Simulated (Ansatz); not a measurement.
Base system: HfS2 in the CdI2 type structure (space group P-3m1, No. 164; a = 3.606 Å, c = 5.768 Å; layered, stacked along the Cartesian z axis).

Computed with plane-wave PAW DFT at the PBE-D3(BJ) level (Ansatz, a program for electronic structure, 420 eV), no spin-orbit coupling.

For the base:

```
Property               Result
-------------------  --------
c/a ratio               1.600
Smallest direct gap   1.81 eV
Volume per atom      21.65 Å³
```

The change: cell and atoms relaxed at a pressure of 0.7 GPa.

**Question.** What does the calculation give for the c/a ratio, valence-band top at Γ, smallest direct gap and volume per atom after the change?

**Answer.** The c/a ratio falls by 0.0154 (1.600 → 1.584); the valence-band top at Γ (three highest levels, from the VBM) amounts to 0.00, -0.24, -0.24 eV; the smallest direct gap shrinks by 0.07 eV, from 1.81 eV to 1.74 eV; the volume per atom decreases by 0.425 Å³, from 21.65 Å³ to 21.22 Å³.

With Hf present, leaving out spin-orbit coupling can change the band edges. Load acts through the strain it causes; cell and atoms are relaxed under it. No phonon test of stability was made.
